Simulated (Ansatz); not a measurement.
Start from PbF2 in the fluorite structure (space group Fm-3m, No. 225; a = 6.001 Å).

All numbers come from PBE (Ansatz, an electronic-structure program; PAW; 420 eV plane waves; no spin-orbit coupling).

Base values:

The width of the top valence band comes out as 1.76 eV and the smallest direct gap is 4.56 eV. The lattice parameter a comes out as 6.001 Å. The band gap is 4.42 eV.

Now apply this change: a hydrostatic pressure of 15 GPa.

Task: What does the calculation give for the width of the top valence band, smallest direct gap, lattice parameter a and band gap after the change?

Result: The width of the top valence band grows by 1.07 eV (1.76 eV → 2.83 eV); the smallest direct gap decreases by 0.04 eV to 4.52 eV; the lattice parameter a decreases by 0.303 Å to 5.698 Å; the band gap shrinks by 0.06 eV to 4.36 eV.

With Pb present, leaving out spin-orbit coupling can change the band edges. Load acts through the strain it causes; cell and atoms are relaxed under it. Stability against distortions was not tested. Competing high-pressure phases were not computed.
